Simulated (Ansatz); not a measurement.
System: B-vacancy pair (B on one host Si site, one Si site vacant) in silicon (charge state +1). Computed with PBE, PAW (plane waves to 420 eV; Ansatz, an electronic-structure program).

Cell of 64 host sites held at the relaxed PBE lattice; a 2×2×2 k-point mesh shifted by half a step; Fermi-Dirac width 0.01 eV, spin-restricted; finite-size errors left in. No zero-point or tunnelling terms. The charge state is imposed; whether it is stable for some Fermi level was not computed. Forms of the defect that were not tried may lie lower.

Barriers: single points on a 3×3×3 k-point mesh shifted by half a step at the bands' geometries.

The step: one Si atom jumps into the vacancy from a nearby Si site (B-vacancy distance between ideal sites 3.87 → 5.96 Å). Atoms about the jump, Cartesian Å from the middle of the jump, before and after:

| atom | x0 | y0 | z0 | x1 | y1 | z1 |
|---|---|---|---|---|---|---|
| Si1 | 0.73 | -0.81 | -0.81 | -0.73 | 0.81 | 0.81 |
| Si2 | -2.05 | 2.01 | -0.79 | -1.99 | 2.00 | -0.77 |
| Si3 | -2.00 | -0.75 | 1.96 | -1.99 | -0.77 | 1.99 |
| Si4 | -0.67 | -2.14 | -2.15 | -0.69 | -2.21 | -2.21 |
| Si5 | 0.75 | 2.36 | 2.36 | 0.62 | 2.19 | 2.18 |
| Si6 | 2.08 | 0.64 | -2.10 | 2.15 | 0.65 | -2.15 |
| Si7 | 2.08 | -2.10 | 0.64 | 2.15 | -2.14 | 0.64 |
| Si8 | -3.36 | 0.59 | -2.12 | -3.37 | 0.62 | -2.11 |
| Si9 | -3.35 | -2.11 | 0.59 | -3.37 | -2.11 | 0.62 |
| Si10 | -0.60 | 3.34 | -2.10 | -0.62 | 3.38 | -2.12 |
| Si11 | -0.60 | -2.09 | 3.33 | -0.62 | -2.11 | 3.37 |
| Si12 | -2.00 | -0.73 | -3.53 | -1.98 | -0.69 | -3.50 |
| Si13 | -2.00 | -3.52 | -0.74 | -1.98 | -3.49 | -0.70 |
| B14 | -0.66 | 3.38 | 3.38 | -0.65 | 3.39 | 3.38 |

Problem. Give the saddle-point geometry and the barrier.

Solution. 
| atom | x | y | z |
|---|---|---|---|
| Si1 | -0.42 | 0.05 | 0.04 |
| Si2 | -1.88 | 1.86 | -0.80 |
| Si3 | -1.88 | -0.79 | 1.85 |
| Si4 | -0.71 | -1.91 | -1.92 |
| Si5 | 0.68 | 2.19 | 2.18 |
| Si6 | 2.16 | 0.72 | -2.15 |
| Si7 | 2.16 | -2.14 | 0.71 |
| Si8 | -3.39 | 0.63 | -2.15 |
| Si9 | -3.39 | -2.14 | 0.63 |
| Si10 | -0.63 | 3.36 | -2.14 |
| Si11 | -0.63 | -2.13 | 3.35 |
| Si12 | -2.02 | -0.71 | -3.51 |
| Si13 | -2.02 | -3.50 | -0.72 |
| B14 | -0.63 | 3.34 | 3.33 |
It lies 0.92 eV above the start and 0.68 eV above the end. The saddle point's order was not checked, and it lies on a symmetry element of the cell, where a band can be held.
